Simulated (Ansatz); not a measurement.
An Ansatz (a program for electronic structure) run: CsPbBr3; Ansatz PBE, no spin-orbit coupling.

Input:

Ansatz 0.2 input:
```yaml
crystal:
  lattice:
    - [6.0027802833, 0, 0]
    - [0, 6.0027802833, 0]
    - [0, 0, 6.0027802833]
  atoms:
    - { symbol: Cs, position: [0, 0, 0] }
    - { symbol: Pb, position: [0.5, 0.5, 0.5] }
    - { symbol: Br, position: [0, 0.5, 0.5] }
    - { symbol: Br, position: [0.5, 0.5, 0] }
    - { symbol: Br, position: [0.5, 0, 0.5] }
basis: { ecutwfc: 420, ecutrho_ratio: 4, xc_grid: 2, fft_grid_basis: typed }
kpoints: { mp_grid: { grid: [6, 6, 6] } }
hamiltonian:
  xc: pbe
  dispersion: none
  pseudopotentials: { kind: paw }
scf: { occupations: { method: fermi_dirac, width: 0.05 }, convergence: { dr2_threshold: 0.0000000005 } }
output: { forces: true, stress: true }
```

Output (explanatory and most iteration lines left out):

```
Pseudopotential: Cs, paw, valence charge 9
Pseudopotential: Pb, paw, valence charge 14
Pseudopotential: Br, paw, valence charge 7
Crystal: 5 atoms, lattice volume = 216.300 Å³
Basis set: ecut = 420 eV, 4169 PW (Γ), exchange–correlation on 90×90×90 points (8 copies of the dense FFT grid, shifted against one another)
Bands: 27, of which v1, the nominal top of the filled ones, is band 22 counted from 1 (21 counted from 0)
Symmetry: 48 space group operations
Space group: Pm-3m (ITA 221), of the structure as read, at distance tolerance 6.0e-5 Å
k-points: 20 of 216
Functional: x = pbe(κ = 0.804, μ = 0.2195149727645171), c = pbe(β = 0.06672455060314922)
SCF iter   1: F=—  HF=-25933.276001 eV  |F-HF|=—  |Δ(HF+E_count)|=         —  Δρ=4.95e-4  dr2=5.08e-4  ethr=1.77e-3  ⟨swp⟩=7.5  Hψ=2843  notcnv=0
SCF iter   2: F=—  HF=-25933.275766 eV  |F-HF|=—  |Δ(HF+E_count)|=   2.35e-4  Δρ=1.85e-4  dr2=9.01e-5  ethr=1.15e-6  ⟨swp⟩=3.4  Hψ=1592  notcnv=0  defer=1
SCF 1 converged in 7 iterations: F = -25933.275893 eV  dr2 = 1.12e-10
SCF converged after 7 iterations
Free energy (F): -25933.275893 eV
Internal energy: -25933.275893 eV  (E = F + TS)
E sigma→0 (E₀):  -25933.275893 eV
Fermi energy:    3.780366 eV
--- Forces (eV/Å), atoms counted from 1 ---
  atom   1  Cs    -0.00000000    -0.00000000    -0.00000000
  atom   2  Pb     0.00000000     0.00000000     0.00000000
  atom   3  Br     0.00000000    -0.00000000     0.00000000
  atom   4  Br    -0.00000000     0.00000000    -0.00000000
  atom   5  Br    -0.00000000    -0.00000000    -0.00000000
--- Stress (GPa, compression-positive) ---
        0.000299       0.000000       0.000000
       -0.000000       0.000299       0.000000
        0.000000       0.000000       0.000299
  P = ⅓ Tr σ = 0.0003 GPa (0.003 kbar)
```

Spin-orbit coupling, missing from the scalar runs, can matter with Pb. No phonon test of stability was made. The cell is CsPbBr$_{3}$ in the cubic perovskite structure (space group Pm-3m, No. 221). Many cubic perovskites are stable only at high temperature; tilts and polar distortions were not tested. This is not the structure that CsPbBr3 has at room temperature and ambient pressure.
